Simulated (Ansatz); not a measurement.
Functionals compared on F on the 1x1 (0001) surface of hcp Sc, one in a 2x2 cell, started at the site 'bridge Sc-Sc (span 3.3 Å)', in Ansatz (plane waves, PAW). The structure was relaxed with PBE; the other rows are single points on it, each with its references at the same level. Cutoff 420 eV (500 eV for r2SCAN).

Set-up: 17 atoms, 7.6 Å thick at the start under the adsorbate (thin: gaps and levels are the slab's own); mesh 5x5x1; 0.1 eV smearing; dipole correction on; 8 atoms held, the rest relaxed; held to the start's symmetry, so lower structures may exist; no spin, no spin-orbit, no U, no dispersion correction. At the end it is bonded to 3 Sc. In PBE it is, or lies within 0.03 eV of, the lowest of the starts that converged. These notes are the PBE run's. Adsorption energies are against ½ F2(g). A negative adsorption energy means that the adsorbate is more stable on the surface than in its reference.

```json
[
 {"functional": "PBE", "adsorption energy (eV)": "-5.87", "work function of the top face (eV)": "3.28", "change of the work function (eV)": "-0.29", "rough cost of the single point": "–"},
 {"functional": "RPBE", "adsorption energy (eV)": "-5.68", "work function of the top face (eV)": "3.18", "change of the work function (eV)": "-0.31", "rough cost of the single point": "around 100 core-seconds (rough)"},
 {"functional": "r2SCAN", "adsorption energy (eV)": "-6.38", "work function of the top face (eV)": "3.31", "change of the work function (eV)": "-0.35", "rough cost of the single point": "about 3 core-minutes (a rough figure)"}
]
```

Ansatz is a first-principles code.
